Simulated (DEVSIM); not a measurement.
Device: Ni/SiO2/p-Ge capacitor, at 300 K.

| layer (left to right) | material | thickness (nm) | Na (cm⁻³) |
|---|---|---|---|
| 1 | SiO2 | 13.0 | - |
| 2 | Ge | 3800 | 2.5e16 |

Metal gate on the left, work function 5.1 eV. Fixed charge at the semiconductor interface 0 cm⁻² (in units of +e); no interface traps.

This is a model device: material constants are rounded textbook-type values typed into the input, and sizes, dopings and lifetimes were drawn at random. Values at 300 K.

```csv
parameter,SiO2,Ge
gap (eV),9,0.664
affinity (eV),0.9,4
permittivity,3.9,16
Nc (cm⁻³),-,1.04e19
Nv (cm⁻³),-,6e18
```

DEVSIM, 1D Poisson equation in equilibrium, Boltzmann statistics, complete ionisation; no quantum confinement or tunnelling. Metal contacts follow the ideal Schottky-Mott rule: no Fermi-level pinning, no interface dipoles.

The interface trap density was swept, all else fixed.

```tsv
interface trap density (cm^-2 eV^-1)	minimum of the low-frequency capacitance (μF/cm²)	flat-band voltage (V)	threshold voltage (band bending 2φF) (V)
0	0.0780	0.58	1.19
1e10	0.0788	0.58	1.19
1e11	0.0853	0.57	1.20
3e11	___	0.54	___
1e12	0.134	0.46	1.29
2e12	0.164	0.35	1.40
```

Q: Complete the blanks.

A: 
- 3e11, minimum of the low-frequency capacitance (μF/cm²): 0.0987
- 3e11, threshold voltage (band bending 2φF) (V): 1.22
